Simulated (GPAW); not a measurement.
Band structure of MgS (F-43m, 2 atoms in the cell).

```xyz
2
Lattice="0.0000 2.8331 2.8331 2.8331 0.0000 2.8331 2.8331 2.8331 0.0000" Properties=species:S:1:pos:R:3 pbc="T T T"
Mg     0.0000     0.0000     0.0000
S      4.2497     4.2497     4.2497
```

Method: PBEsol, GPAW PAW datasets PBEsol (made by gpaw-setup) (plane waves; GPAW).

Settings: mode = pw; ecut = 850 eV; xc = PBEsol; kpts = 10 10 10; mesh shift (steps) = 0 0 0; occupations.name = fermi-dirac; occupations.width = 0 eV; nbands = -4; convergence.bands = -2; symmetry.symmorphic = false; symmetry.tolerance = 0.0005; maxiter = 120; bandpath_npoints = 40.

The starting cell comes from a database of computed structures (which also holds hypothetical and non-ambient phases and stackings), without a prior relaxation at this level.

Q: Predict the gap along the standard path and the places of the band edges.

A: The gap along the path is 3.28 eV, direct at Γ to within 0.01 eV.

Levels in eV from the top of the valence band on the SCF mesh, bands 5 to 12:
```csv
point,5,6,7,8,9,10,11,12
Γ,-11.26,0.00,0.00,0.00,3.28,7.83,7.83,7.83
X,-10.35,-2.84,-1.04,-1.04,3.71,5.54,11.01,12.15
W,-10.34,-2.31,-1.86,-1.35,5.38,7.86,8.04,8.39
K,-10.37,-2.51,-1.91,-0.82,4.67,6.86,9.45,10.03
L,-10.57,-3.17,-0.33,-0.33,4.98,7.51,7.51,8.41
U,-10.37,-2.51,-1.91,-0.82,4.67,6.86,9.45,10.03
```
